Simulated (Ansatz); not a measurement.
Consider TiSi2 (space group Fddd, No. 70; a = 4.806 Å, b = 8.265 Å, c = 8.565 Å). Axes: x, y, z lie along a, b, c of the conventional cell.

Method: DFT with PBE, PAW potentials and a 420 eV plane-wave cutoff in Ansatz (a first-principles code), without spin-orbit coupling.

Strains are applied to the cell and any free atomic positions relax; under biaxial strain the out-of-plane vector relaxes too.

One change was made to it. Results:

The energy rises by 3.9 meV/atom; the shortest interatomic distance shrinks by 0.0025 Å, from 2.535 Å to 2.532 Å; the band gap stays zero; the pressure (mean of the normal stresses, compression positive) goes from zero to 2.1 GPa.

Problem. Which change produced these results?
A) biaxial strain −2.91 %, plane normal [001], relaxed out of plane
B) uniaxial strain ε_yy = −1.61 %
C) uniaxial strain ε_zz = +1.07 %

Solution. B, uniaxial strain ε_yy = −1.61 %. For comparison, the energy relative to the base in the other runs: uniaxial strain ε_zz = +1.07 % gives +2.0 meV/atom; biaxial strain −2.91 %, plane normal [001], relaxed out of plane gives +27 meV/atom.

Without a gap, meshes like the base's 13×13×13 leave anisotropic stresses uncertain by several tenths of a GPa, and small strain energies with them. Whether these cells are dynamically stable was not tested. All final runs are without spin polarisation.
